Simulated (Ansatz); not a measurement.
Band structure of Zn (P6_3/mmc, 4 atoms in the cell).

```
CELL_PARAMETERS angstrom
      2.83140     0.00000     0.00000
     -1.41570     2.45206     0.00000
      0.00000     0.00000     9.11004
ATOMIC_POSITIONS crystal
  Zn 0.00000 0.00000 0.00000
  Zn 0.00000 0.00000 0.50000
  Zn 0.33333 0.66667 0.25000
  Zn 0.66667 0.33333 0.75000
```

Computed with PBE (plane waves, PAW; Ansatz, an electronic-structure program).

Settings: kpoints.mp_grid.grid = 13 13 4; hamiltonian.xc = pbe; hamiltonian.pseudopotentials = {kind: paw} (the program's default PAW files); scf.occupations.method = gaussian; scf.occupations.width = 0.02 Ry; kpoints.band_path.npoints = 8.

The starting cell was generated: these elements placed on a structure prototype, without a prior relaxation; it need not be a known phase or ordering of this composition. Its lattice was rescaled by a random factor within 2.5 % of one.

Levels in eV from the Fermi level, bands 21 to 28:
```tsv
point	21	22	23	24	25	26	27	28
Γ	-7.17	-7.04	-7.04	-2.79	-1.39	7.26	7.26	14.14
M	-3.24	-3.06	-2.01	-1.95	-0.68	-0.53	3.82	4.07
K	-1.12	-0.89	-0.89	0.23	0.76	0.76	1.15	1.32
A	-7.10	-7.10	-5.49	-5.49	2.23	2.23	13.00	13.00
L	-2.94	-2.94	-2.55	-2.55	0.60	0.60	1.74	1.74
H	-0.70	-0.70	-0.49	-0.49	-0.33	-0.33	2.88	2.88
```

Bands cross the Fermi level along this path, so the cell is metallic at this level.

Keys are those of Ansatz 0.2.
